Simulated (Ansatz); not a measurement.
Cost and result by functional for the adsorption energy of OH on the 1x1 (10-10) surface of wurtzite GaN (cut with top plane Ga + N), one in a 2x1 cell, started at the site 'hollow Ga', in Ansatz (plane waves, PAW). Single points on the PBE structure, on one kind of machine; costs are rough ratios of the slab run's core time (references not counted) to the cheapest single point. r2SCAN's cost holds its higher cutoff (500 against 420 eV). Differences are taken against r2SCAN for comparison alone: no measured value is at hand, so the table doesn't rank accuracy. The points keep PBE's geometry, so the relaxation of a polaron and the settling of charge on one site are left out.

Host crystal: wurtzite GaN, with a band gap (PBE, scalar-relativistic without spin-orbit coupling).

Model: 34-atom slab, 9.3 Å thick at the start under the adsorbate (thin: gaps and levels are the slab's own), 3x4x1 mesh, Fermi-Dirac 0.01 eV, dipole correction, 16 atoms held, the rest relaxed; no symmetry held; spin-polarised, ending with about 1.0 μB a cell; orders that need a larger cell were not tried, no spin-orbit, no U, no dispersion correction. At the end it is bonded to Ga. In PBE it is, or lies within 0.03 eV of, the lowest of the starts that converged. These notes are the PBE run's. r2SCAN: The program's check for a lower electronic state was not made. Adsorption energies are against H2O(g) − ½ H2(g). A negative adsorption energy means that the adsorbate is more stable on the surface than in its reference.

```csv
functional,relative cost,adsorption energy (eV),less r2SCAN (eV)
RPBE,1,0.47,0.37
r2SCAN,1,0.10,0.00
PBE (the relaxed run's value),–,0.44,0.34
```

The values span 0.37 eV, while the single points' costs differ by a factor of roughly 1. Differences are of unrounded values.

Ansatz is a quantum-chemistry and plane-wave program.
